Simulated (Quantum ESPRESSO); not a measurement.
Checking a run of Quantum ESPRESSO on SrNbO3 (Pnma, 20 atoms in the cell). The aim is a self-consistent single point with DFT, PBEsol, plane waves, GBRV 1.5 ultrasoft (PBESOL) pseudopotentials.

Cell that was meant: a = 5.7302 Å, b = 8.1351 Å, c = 5.7267 Å, α = 90.00°, β = 90.00°, γ = 90.00°.

Part of the input:

```fortran
 nat = 20
 ntyp = 3
 ecutwfc = 40
 occupations = 'smearing'
 smearing = 'marzari-vanderbilt'
 degauss = 0.0099958
/
```

The program printed (abridged):

```
     Message from routine setup:
     using ibrav=0 with symmetry is DISCOURAGED, use correct ibrav instead
     G-vector sticks info
   [... lines left out ...]
        k(    1) = (   0.1000000   0.0880472   0.1000613), wk =   0.1600000
        k(    2) = (   0.1000000   0.0880472   0.3001839), wk =   0.1600000
        k(    3) = (   0.1000000   0.0880472  -0.5003065), wk =   0.0800000
   [... 15 lines left out ...]

     Dense  grid:    61605 G-vectors     FFT dimensions: (  48,  64,  48)

     Initial potential from superposition of free atoms

     starting charge     163.8670, renormalised to     164.0000

     negative rho (up, down):  2.575E-01 0.000E+00
     Self-consistent Calculation

     iteration #  1     ecut=    40.00 Ry     beta= 0.40

     negative rho (up, down):  2.586E-01 0.000E+00

     total energy              =   -1139.01744846 Ry
     estimated scf accuracy    <       7.59421515 Ry

     iteration #  2     ecut=    40.00 Ry     beta= 0.40

     negative rho (up, down):  2.610E-01 0.000E+00

     total energy              =   -1141.04745395 Ry
     estimated scf accuracy    <       1.11435767 Ry

     iteration #  3     ecut=    40.00 Ry     beta= 0.40

     negative rho (up, down):  2.657E-01 0.000E+00

     total energy              =   -1141.20010918 Ry
     estimated scf accuracy    <       0.07103315 Ry

   [... 8 blocks of this kind left out ...]

     iteration # 12     ecut=    40.00 Ry     beta= 0.40

     negative rho (up, down):  2.671E-01 0.000E+00

     total energy              =   -1141.21012579 Ry
     estimated scf accuracy    <          1.8E-09 Ry

     iteration # 13     ecut=    40.00 Ry     beta= 0.40

     negative rho (up, down):  2.671E-01 0.000E+00
     End of self-consistent calculation

     the Fermi energy is    13.0799 ev

!    total energy              =   -1141.21012579 Ry
     estimated scf accuracy    <          2.0E-10 Ry
     smearing contrib. (-TS)   =      -0.00093013 Ry
     internal energy E=F+TS    =   -1141.20919566 Ry

     convergence has been achieved in  13 iterations

     negative rho (up, down):  2.671E-01 0.000E+00

     Forces acting on atoms (cartesian axes, Ry/au):

     atom    1 type  1   force =    -0.00101287    0.00000000   -0.00036963
     atom    2 type  1   force =     0.00101287    0.00000000    0.00036963
     atom    3 type  1   force =     0.00101287   -0.00000000   -0.00036963
     atom    4 type  1   force =    -0.00101287   -0.00000000    0.00036963
   [... lines left out ...]
     Total force =     0.011679     Total SCF correction =     0.000003
   [... lines left out ...]

     negative rho (up, down):  2.671E-01 0.000E+00
          total   stress  (Ry/bohr**3)                   (kbar)     P=      -63.39
  -0.00044678   0.00000000   0.00000000          -65.72        0.00        0.00
   0.00000000  -0.00039576   0.00000000            0.00      -58.22        0.00
   0.00000000   0.00000000  -0.00045024            0.00        0.00      -66.23

   JOB DONE.
```

Q: Is anything amiss in this input, and did it matter?

A: The results are close to the sound ones and would serve for rough work. The doubtful point is a density cutoff or grid that is too coarse. The charge density holds wave vectors up to twice those of the orbitals (four times the energy cutoff), and augmentation charges need more still. The run converged in 13 iterations without an error; against the sound input the free energy falls by 1.4 meV/atom, the pressure goes from -6.47 to -6.34 GPa and the largest force moves little (0.094 to 0.095 eV/Å).

The sound input it was made from differs as follows (other fixes are possible):
```diff
+ ecutrho = 320
```

With that input, the run converged in 13 iterations: free energy E − TS -15526.9272 eV; Fermi level (on the code's own zero) 13.08 eV; pressure -6.47 GPa; largest force (vector length) 0.094 eV/Å (DFT, PBEsol, plane waves, GBRV 1.5 ultrasoft (PBESOL) pseudopotentials).

On the sound input: the starting cell comes from a database of computed structures (which also holds hypothetical and non-ambient phases and stackings), without a prior relaxation at this level. Spin polarisation is off. With a pressure of about -6 GPa the cell is away from its equilibrium volume at this level.
